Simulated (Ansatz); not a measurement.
## GaSb (Immm, No. 71, 2 atoms in the cell; start mp-684664; a measured phase of this formula has another space group)

Computed with PBEsol (Ansatz, a first-principles code, PAW).

Numerical settings: plane-wave cutoff 520 eV, 20×20×20 k mesh, Fermi–Dirac smearing 0.05 eV, scalar-relativistic PAW data made under PBE.

Cell (relaxed at this level):

```cif
data_Ga2Sb2
_chemical_formula_sum 'Ga2 Sb2'
_space_group_name_H-M_alt 'Immm'
_space_group_IT_number 71
_space_group_name_Hall '-I 2 2'
_cell_length_a 3.15671
_cell_length_b 5.08954
_cell_length_c 5.65773
_cell_angle_alpha 90.000
_cell_angle_beta 90.000
_cell_angle_gamma 90.000
loop_
_space_group_symop_operation_xyz
  'x, y, z'
  '-x, -y, -z'
  '-x, -y, z'
  'x, y, -z'
  'x, -y, -z'
  '-x, y, z'
  '-x, y, -z'
  'x, -y, z'
  'x+1/2, y+1/2, z+1/2'
  '-x+1/2, -y+1/2, -z+1/2'
  '-x+1/2, -y+1/2, z+1/2'
  'x+1/2, y+1/2, -z+1/2'
  'x+1/2, -y+1/2, -z+1/2'
  '-x+1/2, y+1/2, z+1/2'
  '-x+1/2, y+1/2, -z+1/2'
  'x+1/2, -y+1/2, z+1/2'
loop_
_atom_site_label
_atom_site_type_symbol
_atom_site_symmetry_multiplicity
_atom_site_Wyckoff_symbol
_atom_site_fract_x
_atom_site_fract_y
_atom_site_fract_z
_atom_site_occupancy
Ga1 Ga 2 a 0.00000 0.00000 0.00000 1
Sb1 Sb 2 c 0.00000 0.00000 0.50000 1
```
(The calculation used a cell of 2 atoms; values per cell refer to that cell.)

| Item | Value |
|---|---|
| band gap | zero (no gap) |
| bulk modulus B0 | 62.4 GPa |

Note: the relaxation could not lower the start's symmetry, so the cell can be a saddle point above a distorted one; the bulk modulus is −V dP/dV from two relaxed cells at ±2 % in volume.

Spin–orbit coupling is not included; it can open a gap where bands touch, and shift volumes and moduli.

A start named mp-… is a Materials Project structure, which need not be a measured phase.
